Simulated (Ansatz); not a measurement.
# AlN: biaxial strain +1.20 %, plane normal [001], relaxed out of plane

Take AlN in the wurtzite structure (space group P6_3mc, No. 186; a = 3.130 Å, c = 5.018 Å) as the base. Axes: x lies along a and z along c of the hexagonal cell.

One thing is altered: biaxial strain +1.20 %, plane normal [001], relaxed out of plane (Cartesian); in-plane vectors clamped, the third vector and the atoms free.

Method: plane-wave PAW DFT at the PBE level (Ansatz, a program for electronic structure, 420 eV), without spin-orbit coupling. Settings: 12×12×7 k-points, 0.05 eV Fermi–Dirac smearing.

```csv
quantity,base,changed,shift
volume per atom,10.65 Å³,10.83 Å³,+0.18 Å³
space group,P6_3mc (No. 186),P6_3mc (No. 186),–
shortest interatomic distance,1.902 Å,1.917 Å,+0.0145 Å
band gap,4.03 eV,3.79 eV,-0.24 eV
gap character,direct at Γ,direct at Γ,–
electron mass,–,0.28 mₑ (at Γ),–
"valence-band top at Γ (three highest levels, from the VBM)","0.00, -0.20, -0.20 eV","0.00, -0.34, -0.34 eV",–
out-of-plane strain,–,-0.68 %,–
ratio −ε⊥/ε∥,–,0.57,–
mean in-plane stress (compression positive),–,-5.1 GPa,–
```

Final structure (turned so that z lies along the plane normal):

```
CELL_PARAMETERS angstrom
      3.16779     0.00000     0.00000
      1.58390     2.74339     0.00000
      0.00000     0.00000     4.98390
ATOMIC_POSITIONS crystal
  Al 0.33333 0.33333 0.99861
  Al 0.66667 0.66667 0.49861
  N  0.33333 0.33333 0.38339
  N  0.66667 0.66667 0.88339
```

Masses are band curvatures over ±0.01 Å⁻¹ around the edge. Stability against distortions was not tested.
